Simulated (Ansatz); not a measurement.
Lattice parameter c of SiGe (model structure, started from the NiAs type, P6₃/mmc, No. 194, 4 atoms in the cell) at several levels of theory

No measured value is used here.

```
level (code)         value (Å)
-------------------  ---------
PBE (Ansatz)             6.505
PBEsol (Ansatz)          6.465
PBE-D3(BJ) (Ansatz)      6.463
```

Ansatz's density-functional and Hartree–Fock values are scalar-relativistic unless marked +SOC, with PAW data made under PBE.

A model structure was made by putting elements into a prototype or built by hand; it is no filed structure, need not be a known phase, and can be a saddle point held by its symmetry.

Ansatz is a program for electronic structure.
